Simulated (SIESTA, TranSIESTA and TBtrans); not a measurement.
Run with TranSIESTA and TBtrans (open boundaries, self-consistent; PseudoDojo norm-conserving potentials, scalar-relativistic): Spin polarized, PAO.BasisSize DZP, PAO.EnergyShift 0.15 eV, XC.Authors PBE, Mesh.Cutoff 200 Ry, ElectronicTemperature 300 K, TS.Voltage 0.0 eV, TBT.Elecs.Eta 0.001 eV.

System: Ta chain bridged by a linear C2 unit along the axis. Leads: straight Ta chain, spacing 2.35 Å. Geometry: 4 atoms about the centre moved by SIESTA (PBE, DZP) to a largest force of 0.00 eV/Å, all others as built, motion along the axis alone. Transport runs along z; the first 6 and the last 6 of the 22 atoms are the lead cells, repeated to infinity.

```xyz
22
Lattice="9.000 0.000 0.000 0.000 9.000 0.000 0.000 0.000 49.540" Properties=species:S:1:pos:R:3 pbc="F F T"
Ta     4.500     4.500     0.000
Ta     4.500     4.500     2.350
Ta     4.500     4.500     4.700
Ta     4.500     4.500     7.050
Ta     4.500     4.500     9.400
Ta     4.500     4.500    11.750
Ta     4.500     4.500    14.100
Ta     4.500     4.500    16.450
Ta     4.500     4.500    18.800
Ta     4.500     4.500    20.998
C      4.500     4.500    22.959
C      4.500     4.500    24.228
Ta     4.500     4.500    26.191
Ta     4.500     4.500    28.390
Ta     4.500     4.500    30.740
Ta     4.500     4.500    33.090
Ta     4.500     4.500    35.440
Ta     4.500     4.500    37.790
Ta     4.500     4.500    40.140
Ta     4.500     4.500    42.490
Ta     4.500     4.500    44.840
Ta     4.500     4.500    47.190
```
Starting moments (μB): atom 7 +1, atom 8 +1, atom 9 +1, atom 10 +1, atom 13 +1, atom 14 +1, atom 15 +1, atom 16 +1; lead atoms +1 (left) and +1 (right).

Q: Predict: conductance at 300 K (G0 = 2e²/h); mean T from −0.5 to 0.5 eV; spin polarisation of the conductance, (up − down)/(up + down).

A: conductance at 300 K (G0 = 2e²/h): 0.86; mean T from −0.5 to 0.5 eV: 0.87; spin polarisation of the conductance, (up − down)/(up + down): 0.06. The magnetic order of the leads was set by the start, and no other order was tried; the separate lead runs end at 1.06 (left) and 1.06 (right) μB an atom. The straight chain is held at its spacing; free chains may zigzag or dimerise. Spin-orbit coupling, left out here, matters for the heavy atoms.
